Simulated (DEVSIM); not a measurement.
Structure: Schottky contact on n-type Ge, at 300 K.

```csv
layer (left to right),material,thickness (μm),Nd (cm⁻³),τn (s),τp (s)
1,Ge,4.00,3.1e16,8.7e-5,8.7e-5
```

Left contact: Schottky, work function 4.31 eV, emission velocity 8.7e6 cm/s. Right contact: ohmic. Voltage is applied to the left contact. Recombination: SRH at mid-gap. Mobility is constant in doping.

The device is made up for the run: typed textbook-type constants, with dimensions and the other settings drawn at random. Values at 300 K.

| parameter | Ge |
|---|---|
| gap (eV) | 0.664 |
| affinity (eV) | 4 |
| permittivity | 16 |
| Nc (cm⁻³) | 1.04e19 |
| Nv (cm⁻³) | 6e18 |
| μn (cm²/Vs) | 3900 |
| μp (cm²/Vs) | 1900 |

DEVSIM, 1D drift-diffusion, Boltzmann statistics, complete ionisation; no tunnelling, impact ionisation, image-force lowering or self-heating. Metal contacts follow the ideal Schottky-Mott rule: no Fermi-level pinning, no interface dipoles.

Problem. Tabulate band edges, carrier densities and field at zero bias.

Solution. Energies count from the Fermi level of the right contact; mesh points crowd at the junctions.

```json
[
 {"x (μm)": "0.000", "Ec (eV)": "0.310", "Ev (eV)": "-0.354", "n (cm⁻³)": "6.4e13", "p (cm⁻³)": "6.8e12", "field (V/cm)": "-30000"},
 {"x (μm)": "0.01207", "Ec (eV)": "0.276", "Ev (eV)": "-0.388", "n (cm⁻³)": "2.4e14", "p (cm⁻³)": "1.8e12", "field (V/cm)": "-26000"},
 {"x (μm)": "0.02798", "Ec (eV)": "0.238", "Ev (eV)": "-0.426", "n (cm⁻³)": "1.0e15", "p (cm⁻³)": "4.2e11", "field (V/cm)": "-21000"},
 {"x (μm)": "0.05395", "Ec (eV)": "0.194", "Ev (eV)": "-0.470", "n (cm⁻³)": "5.6e15", "p (cm⁻³)": "7.8e10", "field (V/cm)": "-13000"},
 {"x (μm)": "0.1027", "Ec (eV)": "0.160", "Ev (eV)": "-0.504", "n (cm⁻³)": "2.2e16", "p (cm⁻³)": "2.0e10", "field (V/cm)": "-3200"},
 {"x (μm)": "0.1657", "Ec (eV)": "0.151", "Ev (eV)": "-0.513", "n (cm⁻³)": "3.0e16", "p (cm⁻³)": "1.5e10", "field (V/cm)": "-350"},
 {"x (μm)": "0.2601", "Ec (eV)": "0.150", "Ev (eV)": "-0.514", "n (cm⁻³)": "3.1e16", "p (cm⁻³)": "1.4e10", "field (V/cm)": "-11"},
 {"x (μm)": "0.4370", "Ec (eV)": "0.150", "Ev (eV)": "-0.514", "n (cm⁻³)": "3.1e16", "p (cm⁻³)": "1.4e10", "field (V/cm)": "≈ 0"},
 {"x (μm)": "0.6662", "Ec (eV)": "0.150", "Ev (eV)": "-0.514", "n (cm⁻³)": "3.1e16", "p (cm⁻³)": "1.4e10", "field (V/cm)": "≈ 0"},
 {"x (μm)": "0.9682", "Ec (eV)": "0.150", "Ev (eV)": "-0.514", "n (cm⁻³)": "3.1e16", "p (cm⁻³)": "1.4e10", "field (V/cm)": "≈ 0"},
 {"x (μm)": "1.461", "Ec (eV)": "0.150", "Ev (eV)": "-0.514", "n (cm⁻³)": "3.1e16", "p (cm⁻³)": "1.4e10", "field (V/cm)": "≈ 0"},
 {"x (μm)": "2.370", "Ec (eV)": "0.150", "Ev (eV)": "-0.514", "n (cm⁻³)": "3.1e16", "p (cm⁻³)": "1.4e10", "field (V/cm)": "≈ 0"},
 {"x (μm)": "2.873", "Ec (eV)": "0.150", "Ev (eV)": "-0.514", "n (cm⁻³)": "3.1e16", "p (cm⁻³)": "1.4e10", "field (V/cm)": "≈ 0"},
 {"x (μm)": "3.255", "Ec (eV)": "0.150", "Ev (eV)": "-0.514", "n (cm⁻³)": "3.1e16", "p (cm⁻³)": "1.4e10", "field (V/cm)": "≈ 0"},
 {"x (μm)": "3.569", "Ec (eV)": "0.150", "Ev (eV)": "-0.514", "n (cm⁻³)": "3.1e16", "p (cm⁻³)": "1.4e10", "field (V/cm)": "≈ 0"},
 {"x (μm)": "3.708", "Ec (eV)": "0.150", "Ev (eV)": "-0.514", "n (cm⁻³)": "3.1e16", "p (cm⁻³)": "1.4e10", "field (V/cm)": "≈ 0"},
 {"x (μm)": "3.813", "Ec (eV)": "0.150", "Ev (eV)": "-0.514", "n (cm⁻³)": "3.1e16", "p (cm⁻³)": "1.4e10", "field (V/cm)": "≈ 0"},
 {"x (μm)": "3.877", "Ec (eV)": "0.150", "Ev (eV)": "-0.514", "n (cm⁻³)": "3.1e16", "p (cm⁻³)": "1.4e10", "field (V/cm)": "≈ 0"},
 {"x (μm)": "3.937", "Ec (eV)": "0.150", "Ev (eV)": "-0.514", "n (cm⁻³)": "3.1e16", "p (cm⁻³)": "1.4e10", "field (V/cm)": "≈ 0"},
 {"x (μm)": "3.966", "Ec (eV)": "0.150", "Ev (eV)": "-0.514", "n (cm⁻³)": "3.1e16", "p (cm⁻³)": "1.4e10", "field (V/cm)": "≈ 0"},
 {"x (μm)": "3.984", "Ec (eV)": "0.150", "Ev (eV)": "-0.514", "n (cm⁻³)": "3.1e16", "p (cm⁻³)": "1.4e10", "field (V/cm)": "≈ 0"},
 {"x (μm)": "4.000", "Ec (eV)": "0.150", "Ev (eV)": "-0.514", "n (cm⁻³)": "3.1e16", "p (cm⁻³)": "1.4e10", "field (V/cm)": "≈ 0"}
]
```
